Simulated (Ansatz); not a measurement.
Take SnO2 in the rutile structure (space group P4_2/mnm, No. 136; a = 4.769 Å, c = 3.212 Å) as the base.

Structures relaxed with Ansatz (a quantum-chemistry and plane-wave program), PBEsol, PAW, cutoff 420 eV, without spin-orbit coupling.

Base:

Simulated powder pattern, Cu Kα1, λ = 1.54056 Å (kinematic, ideal powder, no thermal factors, no anomalous dispersion; the 8 strongest lines at most, above 2 %, up to 2θ = 90°):

```tsv
2θ (°)	I/Imax (%)	hkl
26.41	100	(110)
33.61	81	(101)
37.69	23	(200)
51.38	66	(211)
54.36	16	(220)
61.43	15	(310)
64.18	15	(112)
65.45	20	(301)
```

Now apply this change: F takes the place of O on all its sites, then cell and atoms are relaxed.

Problem. Predict the new powder pattern.

Solution. 
Simulated powder pattern, Cu Kα1, λ = 1.54056 Å (kinematic, ideal powder, no thermal factors, no anomalous dispersion; the 8 strongest lines at most, above 2 %, up to 2θ = 90°):

```tsv
2θ (°)	I/Imax (%)	hkl
22.97	100	(110)
28.59	82	(101)
32.71	21	(200)
43.99	76	(211)
46.94	19	(220)
52.88	16	(310)
53.72	19	(112)
55.88	25	(301)
```

The indices refer to each structure's own conventional cell; one index is shown for lines that coincide.

Stability against distortions was not tested. As relaxed here, SnF2 is a hypothetical phase, not in the database extracts checked.
